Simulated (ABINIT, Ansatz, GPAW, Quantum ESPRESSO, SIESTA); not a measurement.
**a (001) slab of Ta2N (cut from a parent of space group no. 164; 9 atoms in the cell) computed with different codes at matched settings**

Self-consistent single point, at a second geometry (lattice scaled in the plane by 0.98). First geometry:

```
Ta2N
1.0
    3.10788     0.00000     0.00000
   -1.55394     2.69150     0.00000
    0.00000     0.00000    22.22050
Ta N
6 3
Direct
  0.66667   0.33333   0.22502
  0.33333   0.66667   0.33666
  0.66667   0.33333   0.44417
  0.33333   0.66667   0.55582
  0.66667   0.33333   0.66334
  0.33333   0.66667   0.77498
  0.00000   0.00000   0.28084
  0.00000   0.00000   0.50000
  0.00000   0.00000   0.71916
```

Shared settings, as Ansatz (a program for electronic structure) writes them: kpoints.mp_grid.grid = 8 8 1; scf.occupations.method = gaussian; scf.occupations.width = 0.1 eV. Potentials and cutoffs stand in the table.

```csv
code,model,ΔF from the first geometry (meV/atom),largest force (eV/Å),cutoff
ABINIT,"PBE, PAW (JTH v2.0 PBE PAW)",5.3,0.739,26 Ha
Ansatz,"PBE, PAW files",5.1,0.735,420 eV
Quantum ESPRESSO,"PBE, PseudoDojo standard norm-conserving (PBE) pseudopotentials",4.5,0.760,85 Ry
GPAW,"PBE, GPAW PAW datasets PBE (gpaw-data 1.0.1)",7.3,0.794,950 eV
SIESTA,"GGA PBE, numerical atomic orbitals DZP, PseudoDojo PBE standard norm-conserving potentials (rewritten from UPF to PSML)",8.3,1.167,grid 400 Ry
```

Size of the force on each atom (eV/Å): Sizes of forces hide their directions.

```json
[
 {"code": "ABINIT", "Ta1": "0.067", "Ta2": "0.048", "Ta3": "0.739", "Ta4": "0.739", "Ta5": "0.048", "Ta6": "0.067", "N7": "0.135", "N8": "0.000", "N9": "0.135"},
 {"code": "Ansatz", "Ta1": "0.065", "Ta2": "0.036", "Ta3": "0.735", "Ta4": "0.735", "Ta5": "0.036", "Ta6": "0.065", "N7": "0.125", "N8": "0.000", "N9": "0.125"},
 {"code": "Quantum ESPRESSO", "Ta1": "0.090", "Ta2": "0.056", "Ta3": "0.760", "Ta4": "0.760", "Ta5": "0.056", "Ta6": "0.090", "N7": "0.111", "N8": "0.000", "N9": "0.111"},
 {"code": "GPAW", "Ta1": "0.129", "Ta2": "0.101", "Ta3": "0.794", "Ta4": "0.794", "Ta5": "0.101", "Ta6": "0.129", "N7": "0.126", "N8": "0.000", "N9": "0.126"},
 {"code": "SIESTA", "Ta1": "0.293", "Ta2": "0.670", "Ta3": "1.166", "Ta4": "1.167", "Ta5": "0.671", "Ta6": "0.293", "N7": "0.187", "N8": "0.000", "N9": "0.186"}
]
```

On Ansatz's run: spin-orbit coupling is off. Spin polarisation is off; with an odd number of electrons in the cell that forces a metal, and a magnetic state may lie lower.

The spread over the programs that give each value: ΔF from the first geometry within 3.8 meV/atom; largest force within 0.432 eV/Å.

SIESTA uses small atom-centred bases, whose incompleteness enters pressures, forces and empty levels differently from a plane-wave cutoff. In the force vectors, SIESTA (by 0.618) lies more than 0.08 eV/Å from the median of the plane-wave programs.

The starting cell comes from a database of computed structures (which also holds hypothetical and non-ambient phases and stackings), without a prior relaxation at this level. The slab is cut from that crystal, and its faces are unrelaxed. Its lattice was rescaled in the plane by a random factor within 2.5 % of one. For this run, on top of that: lattice scaled in the plane by 0.98.

Keys are those of Ansatz 0.2.
